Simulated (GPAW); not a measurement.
GPAW 25.7.0, DFT, PBE, plane waves, PAW datasets of gpaw-data 1.0.1: Te (from the phase in space group 152, mp-19), 3 atoms. Basis and mesh were picked for this test and aren't claimed converged.

* **cell**: 4.60, 4.60, 5.90 Å; 90, 90, 120°
* **task**: scf
* **mode.name**: pw
* **mode.ecut**: 350 eV
* **xc**: PBE
* **k mesh**: 6×6×4
* **kpts.gamma**: true
* **occupations.name**: fermi-dirac
* **occupations.width**: 0.02 eV
* **convergence.density (electrons an electron)**: 1e-05
* **maxiter**: 150
* **parallel.kpt**: 2
* **parallel.band**: 1
* **parallel.domain**: 1
* **parallel.sl_auto**: false
* **parallel.augment_grids**: true
* **eigensolver.name**: dav (default)
* **eigensolver.niter**: 2 (default)
* **mixer.method**: separate (default)
* **convergence.eigenstates (eV² an electron)**: 4e-08 (default)
* **convergence.energy (eV an electron)**: 0.0005 (default)
* **k-points after symmetry**: 76
* **bands**: 12
* **electrons**: 18
* **plane waves**: 1620
* **coarse grid**: 20*20*27
* **symmetry operations**: 1

Settings of this run: mixer.beta = 0.05, mixer.nmaxold = 5, mixer.weight = 50, mixer.backend = pulay; 2 ranks.

| iteration | energy (eV) | log10 change of eigenstates | log10 change of density |
|---|---|---|---|
| 2 | -9.569089 | -1.87 | -1.16 |
| 3 | -9.546476 | -2.68 | -1.19 |
| 4 | -9.547786 | -2.87 | -1.44 |
| 5 | -9.542346 | -3.76 | -2.03 |
| 6 | -9.542431 | -4.65 | -2.45 |
| 7 | -9.542432 | -5.19 | -2.54 |
| 8 | -9.542279 | -4.72 | -2.68 |
| 9 | -9.542263 | -6.00 | -3.26 |
| 10 | -9.542268 | -6.45 | -3.44 |
| 11 | -9.542265 | -6.79 | -3.66 |
| 12 | -9.542265 | -7.74 | -4.33 |
| 13 | -9.542265 | -8.26 | -4.23 |
| 14 | -9.542265 | -8.42 | -4.22 |
| 15 | -9.542265 | -8.96 | -4.33 |
| 16 | -9.542265 | -9.18 | -4.26 |
| 17 | -9.542265 | -9.33 | -4.31 |
| 18 | -9.542265 | -9.25 | -4.32 |
| 19 | -9.542265 | -8.94 | -4.28 |
| 20 | -9.542265 | -10.05 | -4.35 |
| 21 | -9.542265 | -8.54 | -4.37 |
| 22 | -9.542265 | -9.79 | -4.64 |
| 23 | -9.542265 | -9.95 | -4.69 |
| 24 | -9.542265 | -10.64 | -4.77 |
| 25 | -9.542265 | -10.25 | -4.82 |
| 26 | -9.542265 | -11.04 | -4.95 |
| 27 | -9.542265 | -10.20 | -4.98 |
| 28 | -9.542265 | -11.34 | -5.15 |

It converged after 28 SCF iterations.

### Question
The cycle is slow. Which setting should be changed?

### Answer
Several could match; the one computed here: mixer.beta = 0.2 (14 SCF iterations), all else kept. The other changes of this size gave: mixer.beta = 0.1 (20); mixer.backend = broyden (31). With more settings changed, the fewest of all runs of this system: mixer.beta = 0.4, mixer.nmaxold = 8, mixer.weight = 1 (11). The first change moves the result by: energy under 0.001 meV/atom, forces (largest component) 0.055 meV/Å. Counts are of single runs.
